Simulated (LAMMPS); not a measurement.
Surface tension of liquid Cu over temperature.

Method: classical MD, pair style meam, file library.meam (library.meam-Cu), run in LAMMPS.

```
T (K)  surface tension  excess energy
-----  ---------------  -------------
1360   0.70 ± 0.04 N/m       1.2 J/m²
1560   0.59 ± 0.03 N/m       1.2 J/m²
1830   0.49 ± 0.03 N/m       1.1 J/m²
```

Caution: the potential MEAM library.meam-Cu is a first-neighbour MEAM set with a 4 Å cutoff, used here without a parameter file and away from the static properties it was fitted to.

The ± values are statistical; the model's systematic error is not in them.
